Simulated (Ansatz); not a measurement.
**HgTe, response to strain**

The reference is HgTe in the zinc blende structure (space group F-43m, No. 216; a = 6.5098 Å).

Strains are applied to the cell and any free atomic positions relax.

Computed with Ansatz (a first-principles code) PBEsol, without spin-orbit coupling.

Notes on the quantities. energy relative to the base: free energy F.

```
variant                   pressure  shortest interatomic distance  energy relative to the base
------------------------  --------  -----------------------------  ---------------------------
base                       0.0 GPa                     5.327 bohr                   0 meV/atom
isotropic strain −3.00 %   4.9 GPa                     5.167 bohr                 +42 meV/atom
isotropic strain −2.50 %         …                     5.194 bohr                            …
isotropic strain −2.00 %   3.0 GPa                     5.220 bohr                 +18 meV/atom
isotropic strain −1.50 %   2.1 GPa                     5.247 bohr                +9.8 meV/atom
isotropic strain −0.50 %   0.7 GPa                     5.300 bohr                +1.0 meV/atom
isotropic strain +0.50 %  -0.6 GPa                     5.353 bohr                +1.0 meV/atom
isotropic strain +1.50 %  -1.7 GPa                     5.407 bohr                +8.6 meV/atom
isotropic strain +2.50 %  -2.6 GPa                     5.460 bohr                 +23 meV/atom
isotropic strain +3.00 %  -3.0 GPa                     5.487 bohr                 +32 meV/atom
```

Question: Some entries are withheld; estimate them.

Answer: 
- isotropic strain −2.50 %, pressure: 3.9 GPa
- isotropic strain −2.50 %, energy relative to the base: +28 meV/atom

The mesh was chosen for an insulator and is coarse for the gapless case. No phonon test of stability was made. All final runs are without spin polarisation.
